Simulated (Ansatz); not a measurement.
**Ru2Si under a change: pressure 3 GPa**

The parent structure is Ru₂Si (space group Pnma, No. 62; a = 5.235 Å, b = 3.991 Å, c = 7.387 Å; a cell from a computed database, its experimental status unchecked).

Now apply this change: a hydrostatic pressure of 3 GPa.

Level of theory: PBEsol, PAW, 420 eV (Ansatz, a first-principles code; without spin-orbit coupling). k-mesh 7×9×5 (Γ-centred); smearing 0.05 eV (Fermi–Dirac).

```csv
quantity,base,changed,shift
volume per atom,12.86 Å³,12.73 Å³,-0.13 Å³
enthalpy H = E + PV relative to the base's energy,–,+0.24 eV/atom,–
band gap,zero,zero,–
```

Final structure:

```
Ru2Si
1.0
    5.21289     0.00000     0.00000
    0.00000     3.97908     0.00000
    0.00000     0.00000     7.36498
Si Ru
4 8
Direct
  0.30198   0.25000   0.90124
  0.69802   0.75000   0.09876
  0.19802   0.75000   0.40124
  0.80198   0.25000   0.59876
  0.51614   0.75000   0.78646
  0.48386   0.25000   0.21354
  0.98386   0.25000   0.28646
  0.01614   0.75000   0.71354
  0.83206   0.25000   0.93556
  0.16794   0.75000   0.06444
  0.66794   0.75000   0.43556
  0.33206   0.25000   0.56444
```

Load acts through the strain it causes; cell and atoms are relaxed under it. No phonon test of stability was made. The final runs are not spin-polarised.
